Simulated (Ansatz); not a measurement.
Start from Ti in the hcp (Mg type) structure (space group P6_3/mmc, No. 194; a = 2.940 Å, c = 4.654 Å; relaxed with 0.1 eV smearing). Axes: x lies along a and z along c of the hexagonal cell.

All numbers come from PBE, PAW, 420 eV (Ansatz, a first-principles code; spin-orbit coupling left out).

The change: uniaxial strain ε_zz = −2.00 %, all other strain components held at zero; the atoms relax in the strained cell.

Problem. Predict the stress tensor and what it implies for the stiffness.

Solution. Stress of the strained cell less that of the base (GPa, compression positive):
```
    1.6     0.0     0.0
    0.0     1.6     0.0
    0.0     0.0     3.9
```

Then −Δσ_ii/ε with ε = -0.0200 gives secant stiffness values (nonlinear terms included at this strain): C33 ≈ 196 GPa, C13 ≈ 80 GPa and C23 ≈ 80 GPa.

As a check, the harmonic strain energy −½ V₀ Δσ:ε is 4.3 meV/atom; the computed energy rise is 4.2 meV/atom.

Stability against distortions was not tested. All final runs are without spin polarisation.
